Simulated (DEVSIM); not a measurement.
Structure: Pt/SiO2/p-Ge capacitor, at 250 K.

```
layer (left to right)  material  thickness (nm)  Na (cm⁻³)
---------------------  --------  --------------  ---------
1                          SiO2            9.40          -
2                            Ge            1900       1e17
```

Metal gate on the left, work function 5.6 eV. Fixed charge at the semiconductor interface 0 cm⁻² (in units of +e); no interface traps.

Constants are typed, rounded textbook-type inputs, not results; the design itself was drawn at random and stands for no fabricated device. Values at 300 K; Nc and Nv go as T^1.5, mobilities as T to minus their exponent, the gap by Varshni's rule with the affinity fixed.

```tsv
parameter	SiO2	Ge
gap (eV)	9	0.664
affinity (eV)	0.9	4
permittivity	3.9	16
Nc (cm⁻³)	-	1.04e19
Nv (cm⁻³)	-	6e18
Varshni α (eV/K)	-	0.000477
Varshni β (K)	-	235
```

DEVSIM, 1D Poisson equation in equilibrium, Boltzmann statistics, complete ionisation; no quantum confinement or tunnelling. Metal contacts follow the ideal Schottky-Mott rule: no Fermi-level pinning, no interface dipoles.

Tabulate band edges, carrier densities and field at 1.5 V on the gate.

Energies count from the Fermi level of the right contact; mesh points crowd at the junctions.

```tsv
x (μm)	Ec (eV)	Ev (eV)	n (cm⁻³)	p (cm⁻³)	field (V/cm)
0.000	3.200	-5.800	< 1e2	< 1e2	280000
0.001163	3.233	-5.767	< 1e2	< 1e2	280000
0.003195	3.291	-5.709	< 1e2	< 1e2	280000
0.006223	3.377	-5.623	< 1e2	< 1e2	280000
0.008745	3.449	-5.551	< 1e2	< 1e2	280000
0.009761	0.369	-0.313	2.8e11	2.2e12	69000
0.01145	0.381	-0.302	1.7e11	3.7e12	67000
0.01680	0.415	-0.268	3.4e10	1.8e13	61000
0.02627	0.468	-0.215	3.0e9	2.1e14	50000
0.04753	0.549	-0.134	6.7e7	9.2e15	27000
0.09100	0.597	-0.085	7200000	8.6e16	2300
0.2292	0.600	-0.082	6200000	1.0e17	≈ 0
0.4736	0.600	-0.082	6200000	1.0e17	≈ 0
0.9594	0.600	-0.082	6200000	1.0e17	≈ 0
1.566	0.600	-0.082	6200000	1.0e17	≈ 0
1.747	0.600	-0.082	6200000	1.0e17	≈ 0
1.833	0.600	-0.082	6200000	1.0e17	≈ 0
1.874	0.600	-0.082	6200000	1.0e17	≈ 0
1.897	0.600	-0.082	6200000	1.0e17	≈ 0
1.904	0.600	-0.082	6200000	1.0e17	≈ 0
1.908	0.600	-0.082	6200000	1.0e17	≈ 0
1.909	0.600	-0.082	6200000	1.0e17	≈ 0
```
